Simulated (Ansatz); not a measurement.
The starting structures come from a database of crystals and need not be the phases stable at ambient conditions.

Tunnelling through a barrier is set by its complex band structure: the current falls as exp(−2κd) with the smallest κ.

Consider the following.

```
AgYTe2
1.0
    4.67485     0.00000     0.00000
    0.00000    10.12194     0.00000
    0.00000     5.06097     5.06097
Y Ag Te
2 2 4
Direct
  0.20646   0.50000   0.50000
  0.79354   0.00000   0.50000
  0.00000   0.00000   0.00000
  0.00000   0.50000   0.00000
  0.71868   0.29864   0.50000
  0.28132   0.20136   0.09728
  0.71868   0.70136   0.50000
  0.28132   0.79864   0.90272
```

Space group of this cell: P-42_1m. The cell is taken as given.

Transport runs along the normal of the first two printed cell vectors, the (110) plane of the conventional cell.

No gap correction and no spin-orbit coupling; mid-gap values are interpolated between computed energies.

Estimate the band gap and the smallest decay constant κ at mid-gap that Ansatz (a first-principles code) with r2SCAN returns for this system.

Gap 1.16 eV on a 6×6×6 mesh; κ = 0.144 1/Å, at the zone centre.
